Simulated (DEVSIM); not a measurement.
System: abrupt Si p-n junction, at 300 K.

```csv
layer (left to right),material,thickness (μm),Nd (cm⁻³),Na (cm⁻³),τn (s),τp (s)
1,Si,20.0,-,1.5e17,2e-6,2e-6
2,Si,140,1.5e15,-,2e-6,2e-6
```

Left contact: ohmic. Right contact: ohmic. Voltage is applied to the left contact. Recombination: SRH at mid-gap, Auger. Mobility is μmin + (μ − μmin)/(1 + (N/Nref)^α).

The device is made up for the run: typed textbook-type constants, with dimensions and the other settings drawn at random. Values at 300 K.

| parameter | Si |
|---|---|
| gap (eV) | 1.124 |
| affinity (eV) | 4.05 |
| permittivity | 11.7 |
| Nc (cm⁻³) | 2.86e19 |
| Nv (cm⁻³) | 3.1e19 |
| μn (cm²/Vs) | 1417 |
| μp (cm²/Vs) | 470 |
| μn,min | 52 |
| μp,min | 45 |
| Nref,n | 9.7e16 |
| Nref,p | 2.2e17 |
| αn | 0.68 |
| αp | 0.72 |
| Cn (cm⁶/s) | 2.8e-31 |
| Cp (cm⁶/s) | 9.9e-32 |

Simulated with DEVSIM: 1D drift-diffusion, Boltzmann statistics, complete ionisation; no tunnelling, impact ionisation, image-force lowering or self-heating.

Task: Tabulate band edges, carrier densities and field at zero bias.

Result: Energies count from the Fermi level of the right contact; mesh points crowd at the junctions.

| x (μm) | Ec (eV) | Ev (eV) | n (cm⁻³) | p (cm⁻³) | field (V/cm) |
|---|---|---|---|---|---|
| 0.000 | 0.986 | -0.138 | 770 | 1.5e17 | ≈ 0 |
| 0.05757 | 0.986 | -0.138 | 770 | 1.5e17 | ≈ 0 |
| 0.2529 | 0.986 | -0.138 | 770 | 1.5e17 | ≈ 0 |
| 0.9156 | 0.986 | -0.138 | 770 | 1.5e17 | ≈ 0 |
| 4.767 | 0.986 | -0.138 | 770 | 1.5e17 | ≈ 0 |
| 13.62 | 0.986 | -0.138 | 770 | 1.5e17 | ≈ 0 |
| 18.14 | 0.986 | -0.138 | 770 | 1.5e17 | ≈ 0 |
| 19.65 | 0.986 | -0.138 | 770 | 1.5e17 | ≈ 0 |
| 19.91 | 0.986 | -0.138 | 780 | 1.5e17 | -13 |
| 19.99 | 0.969 | -0.155 | 1500 | 7.8e16 | -14000 |
| 20.04 | 0.884 | -0.240 | 41000 | 2.9e15 | -17000 |
| 20.28 | 0.546 | -0.578 | 2.0e10 | 5.9e9 | -11000 |
| 21.00 | 0.256 | -0.868 | 1.4e15 | 83000 | -160 |
| 23.46 | 0.255 | -0.869 | 1.5e15 | 77000 | ≈ 0 |
| 37.82 | 0.255 | -0.869 | 1.5e15 | 77000 | ≈ 0 |
| 80.66 | 0.255 | -0.869 | 1.5e15 | 77000 | ≈ 0 |
| 135.8 | 0.255 | -0.869 | 1.5e15 | 77000 | ≈ 0 |
| 152.9 | 0.255 | -0.869 | 1.5e15 | 77000 | ≈ 0 |
| 158.6 | 0.255 | -0.869 | 1.5e15 | 77000 | ≈ 0 |
| 159.6 | 0.255 | -0.869 | 1.5e15 | 77000 | ≈ 0 |
| 159.9 | 0.255 | -0.869 | 1.5e15 | 77000 | ≈ 0 |
| 160.0 | 0.255 | -0.869 | 1.5e15 | 77000 | ≈ 0 |
